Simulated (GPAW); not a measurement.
Band structure of Al2Te5 (C2/m, 7 atoms in the cell).

```
CELL_PARAMETERS angstrom
      6.89271    -2.04951     0.00000
      6.89271     2.04951     0.00000
     -6.09401     0.00000     7.96752
ATOMIC_POSITIONS crystal
  Al 0.37050 0.37050 0.59811
  Al 0.62950 0.62950 0.40189
  Te 0.58146 0.58146 0.87375
  Te 0.41854 0.41854 0.12625
  Te 0.00000 0.00000 0.00000
  Te 0.18148 0.18148 0.59993
  Te 0.81852 0.81852 0.40007
```

Level of theory: PBEsol, GPAW PAW datasets PBEsol (made by gpaw-setup) (plane waves; GPAW).

Settings: mode = pw; ecut = 550 eV; xc = PBEsol; kpts = 3 3 2; mesh shift (steps) = 0 0 0; occupations.name = fermi-dirac; occupations.width = 0.01 eV; nbands = -8; convergence.bands = -6; symmetry.symmorphic = false; symmetry.tolerance = 0.0005; maxiter = 100; bandpath_npoints = 40.

The starting cell comes from a database of computed structures (which also holds hypothetical and non-ambient phases and stackings), without a prior relaxation at this level. Its lattice was rescaled by a random factor within 2.5 % of one. Spin-orbit coupling is off.

Question: Predict the gap along the standard path and the places of the band edges.

Answer: The gap along the path is 0.95 eV, from Y|L to X; the smallest direct gap on it is 1.26 eV.

Levels in eV from the top of the valence band on the SCF mesh, bands 15 to 22:
| point | 15 | 16 | 17 | 18 | 19 | 20 | 21 | 22 |
|---|---|---|---|---|---|---|---|---|
| X | -1.30 | -0.97 | -0.58 | -0.49 | 0.95 | 1.49 | 1.81 | 2.11 |
| Γ | -1.44 | -0.85 | -0.78 | -0.65 | 1.58 | 1.75 | 2.12 | 2.20 |
